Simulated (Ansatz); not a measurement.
# Quick settings and what they miss: NiSb (P6_3/mmc, 4 atoms in the cell)

Self-consistent single point.

```yaml
crystal:
  lattice:
    - [3.84990, 0.00000, 0.00000]
    - [-1.92495, 3.33411, 0.00000]
    - [0.00000, 0.00000, 5.01233]
  atoms:
    - { symbol: Ni, position: [0.00000, 0.00000, 0.00000] }
    - { symbol: Ni, position: [0.00000, 0.00000, 0.50000] }
    - { symbol: Sb, position: [0.33333, 0.66667, 0.25000] }
    - { symbol: Sb, position: [0.66667, 0.33333, 0.75000] }
```

Level of theory: PBEsol, PAW files made with PBE (plane waves; Ansatz, a program for electronic structure).

Base settings: basis.ecutwfc = 420 eV; kpoints.mp_grid.grid = 8 8 6; hamiltonian.xc = pbesol; hamiltonian.pseudopotentials = {kind: paw} (the program's default PAW files); scf.occupations.method = fermi_dirac; scf.occupations.width = 0.05 eV.

Tight run (finer mesh or higher cutoff; not a proven limit): basis.ecutwfc: 420 eV → 590 eV; kpoints.mp_grid.grid: 8 8 6 → 11 11 9; scf.convergence.dr2_threshold: default (1e-07 eV) → 1e-09 eV. It gave Fermi level (on the code's own zero) 16.57 eV; pressure 6.56 GPa.

Quick runs, as changes from the base:
- A: the base itself
- B: kpoints.mp_grid.grid: 8 8 6 → 4 4 4; scf.occupations.method: fermi_dirac → cold; scf.occupations.width: 0.05 eV → 0.136 eV
- C: basis.ecutwfc: 420 eV → 250 eV; kpoints.mp_grid.grid: 8 8 6 → 3 3 3; scf.convergence.dr2_threshold: default (1e-07 eV) → 0.0001 eV
- D: basis.ecutwfc: 420 eV → 335 eV; kpoints.mp_grid.grid: 8 8 6 → 6 6 6; scf.occupations.method: fermi_dirac → methfessel_paxton; scf.occupations.width: 0.05 eV → 0.5 eV
- E: basis.ecutwfc: 420 eV → 210 eV; kpoints.mp_grid.grid: 8 8 6 → 2 2 2; hamiltonian.xc: pbesol → lda; scf.occupations.method: fermi_dirac → cold; scf.occupations.width: 0.05 eV → 0.5 eV [LDA (PW92)]
- F: basis.ecutwfc: 420 eV → 250 eV; kpoints.mp_grid.grid: 8 8 6 → 6 6 6; hamiltonian.xc: pbesol → lda; scf.convergence.dr2_threshold: default (1e-07 eV) → 0.0001 eV [LDA (PW92)]

Energies are extrapolated to zero smearing width, which holds to low order in the width alone.

Dashes: energy of E, F, another energy zero.

† marks runs with another functional, U, potentials or spin treatment: their distance from the tight run is not a convergence error alone.

The count of work is k-points × plane waves × bands × iterations; it is no time. 

Pressures in the table are Ansatz's without its Pulay estimate, at a fixed set of plane waves; the tight run's value above holds the estimate.

The starting cell comes from a database of computed structures (which also holds hypothetical and non-ambient phases and stackings), without a prior relaxation at this level. Its lattice was rescaled by a random factor within 2.5 % of one. Spin polarisation is off. In the base run, with a pressure of about 7 GPa the cell is away from its equilibrium volume at this level.

```csv
run,energy less tight (meV/atom),pressure less tight (GPa),count of work / tight
A,1.2,0.06,0.25
B,-5.5,-0.49,0.082
C,1617.3,-104.51,0.012
D,30.3,-3.36,0.13
E†,–,-380.41,0.0079
F†,–,-106.51,0.054
```

Among the runs at the tight run's level, the energy misses run from 1.2 to 1617.3 meV/atom.

Keys are those of Ansatz 0.2.
